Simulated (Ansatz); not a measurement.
```yaml
crystal:
  lattice:
    - [2.24691, 0.00000, 0.00000]
    - [-1.12345, 1.94588, 0.00000]
    - [0.00000, 0.00000, 9.01618]
  atoms:
    - { symbol: Be, position: [0.00000, 0.00000, 0.99799] }
    - { symbol: Be, position: [0.66667, 0.33333, 0.19723] }
    - { symbol: Be, position: [0.33333, 0.66667, 0.40000] }
    - { symbol: Be, position: [0.00000, 0.00000, 0.60277] }
    - { symbol: Be, position: [0.66667, 0.33333, 0.80201] }
```

Computed with PBE (plane waves to 420 eV, PAW; Ansatz, a first-principles code). No spin–orbit coupling. Its k-point mesh 27×27×10, Fermi–Dirac width 0.1 eV.

**Question.** Which polytype is this, and how does it compare with the cubic form?

**Answer.** Be 5H (hccch), stacking ACBAC, hexagonality 40 %, space group P-3m1 (a stacking that need not occur in nature); -38 meV/atom against 3C, layer spacing over a = 0.8025 (ideal 0.8165).
